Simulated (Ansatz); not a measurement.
Structures of equal composition on the (0001) surface of hcp Ru: a layer of Ir in place of the second plane; a layer of Ir in place of the third plane. The slabs share one bottom face, and each structure is named by its start. These are constructed structures in small cells; real faces may alloy, dewet or reconstruct in larger ones, and not all known structures of the face are among them. Slabs of about 11 Å, Fermi-Dirac smearing of 0.1 eV. Bottom of the slabs: a bare face, its two planes held. Relaxed from the named starts with such symmetry as they have, on meshes of like density; energies extrapolated to zero smearing; spin only where a row says so; no spin-orbit coupling, no U. Brackets mark spin-polarised runs, whose order is one that fits the cell.

Level of theory: PBE (plane waves to 420 eV, PAW; Ansatz, a quantum-chemistry and plane-wave program).

Problem. Order them by energy per 1x1 cell (lowest first) at the level PBE.

Solution. a layer of Ir in place of the third plane (0.000 eV), a layer of Ir in place of the second plane (0.128 eV)
